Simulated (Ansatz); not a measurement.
Consider the following.

```xyz
2
Lattice="0.0000 3.0816 3.0816 3.0816 0.0000 3.0816 3.0816 3.0816 0.0000" Properties=species:S:1:pos:R:3 pbc="T T T"
In     0.0000     0.0000     0.0000
Te     3.0816     3.0816     3.0816
```

Computed with PBEsol, DFPT electron-phonon coupling, linearised Boltzmann equation (plane waves, PAW, scalar-relativistic; Ansatz, a program for electronic structure). Geometry: relaxed with this functional, without spin-orbit coupling.

### Question
What phonon-limited resistivity does this give at 300 K?

### Answer
18.8 μΩ·cm.

### Question
And the electrons' mean free path at that temperature?

### Answer
6.6 nm, weighted by the current that each state carries. Wires not much wider than this gain resistivity from their walls.

A metal at this level (no band gap). Only scattering by harmonic phonons is included (no impurities, grain boundaries, electron-electron scattering or thermal expansion). Spin-orbit coupling is left out. Halving the electron mesh (24x24x24) moves the resistivity by up to 4 % at 300 K, the mean free path by up to 2 %. Smearing 0.20 eV; phonons on a 4x4x4 q mesh, which this run doesn't test.

Formula and space group known from diffraction (Crystallography Open Database), not checked to be the room-temperature form: InTe (Fm-3m).
